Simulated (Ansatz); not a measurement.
Start from Ti$_{3}$O$_{5}$ (space group C2/m, No. 12; a = 9.630 Å, b = 3.848 Å, c = 9.180 Å, α = γ = 90.00°, β = 91.12°).

Computed with PBEsol/PAW in Ansatz (an electronic-structure program), no spin-orbit coupling.

Base values:

| Quantity | Result |
|---|---|
| Volume per atom | 10.63 Å³ |

Perturbation: a hydrostatic pressure of 5 GPa.

Q: How does this affect the volume per atom?

A: The volume per atom drops by 0.29 Å³ (10.63 Å³ → 10.34 Å³).

Load acts through the strain it causes; cell and atoms are relaxed under it. Stability against distortions was not tested. Competing high-pressure phases were not computed. No Hubbard U is applied, and correlation can decide whether such a compound is a metal. All final runs are without spin polarisation.
